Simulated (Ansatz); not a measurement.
Take GaSb in the zinc blende structure (space group F-43m, No. 216; a = 6.132 Å) as the base. Axes: x, y, z lie along the cube axes.

Computed with r2SCAN/PAW in Ansatz (a quantum-chemistry and plane-wave program), no spin-orbit coupling.

Before the change:

The valence-band top at Γ is 0.00, 0.00, 0.00 eV.

Perturbation: the cell is compressed by 0.76 % along x with no lateral relaxation, atoms relaxed at fixed cell.

Predict the new stress and valence-band top at Γ.

The stress (xx, yy, zz, yz, xz, xy; compression positive) amounts to (0.67, 0.30, 0.30, 0.00, 0.00, 0.00) GPa; the valence-band top at Γ (three highest levels, from the VBM) changes from 0.00, 0.00, 0.00 eV to 0.00, -0.05, -0.05 eV.

With Sb present, leaving out spin-orbit coupling can change the band edges. The levels and masses belong to the bands next to the band gap. The cells carry an imposed strain or load. No phonon test of stability was made.
